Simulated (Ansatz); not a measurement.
Start from BN in the zinc blende structure (space group F-43m, No. 216; a = 3.625 Å).

Level of theory: PBE (Ansatz, an electronic-structure program, PAW, without spin-orbit coupling).

Before the change:

The band gap is 4.46 eV. The shortest interatomic distance comes out as 1.570 Å and the smallest direct gap is 8.79 eV. The gap character is indirect, Γ → X and the width of the top valence band is 6.45 eV.

Perturbation: a hydrostatic pressure of 0.9 GPa.

Question: How does this affect the band gap?

Answer: The band gap hardly moves (4.46 eV against 4.47 eV).

Question: How does this affect the shortest interatomic distance?

Answer: The shortest interatomic distance is nearly the same (1.570 Å against 1.568 Å).

Question: How does this affect the smallest direct gap?

Answer: The smallest direct gap grows by 0.01 eV to 8.80 eV.

Question: How does this affect the gap character?

Answer: The gap character remains indirect, Γ → X.

Question: What happens to the width of the top valence band?

Answer: The width of the top valence band hardly moves (6.45 eV against 6.46 eV).

Load acts through the strain it causes; cell and atoms are relaxed under it. Whether these cells are dynamically stable was not tested.
